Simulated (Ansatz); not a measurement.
The parent structure is TiB$_{2}$ (space group P6/mmm, No. 191).

```yaml
crystal:
  lattice:
    - [2.99392, 0.00000, 0.00000]
    - [-1.49696, 2.59281, 0.00000]
    - [0.00000, 0.00000, 3.15953]
  atoms:
    - { symbol: Ti, position: [0.00000, 0.00000, 0.00000] }
    - { symbol: B, position: [0.66667, 0.33333, 0.50000] }
    - { symbol: B, position: [0.33333, 0.66667, 0.50000] }
```

Cartesian axes are those of the cell as printed.

Level of theory: DFT with LDA, PAW potentials and a 420 eV plane-wave cutoff in Ansatz (a program for electronic structure), scalar-relativistic without spin-orbit coupling.

Before the change:

```
Property                        Result
-----------------------------  -------
Pressure                       0.0 GPa
Shortest interatomic distance  1.729 Å
Band gap                          zero
```

Perturbation: tensor shear ε_xz = +1.71 % (engineering shear γ = 0.0342); the atoms relax in the strained cell.

Estimate the effect on the pressure.

The pressure (mean of the normal stresses, compression positive) goes from zero to 0.4 GPa.

Estimate the effect on the energy relative to the base.

The energy grows by 8.6 meV/atom.

What happens to the shortest interatomic distance?

The shortest interatomic distance remains 1.729 Å.

How does this affect the band gap?

The band gap stays zero.

The mesh was chosen for an insulator and is coarse for the gapless case. Without a gap, meshes like the base's 13×13×10 leave anisotropic stresses uncertain by several tenths of a GPa, and small strain energies with them. Stability against distortions was not tested. All final runs are without spin polarisation.
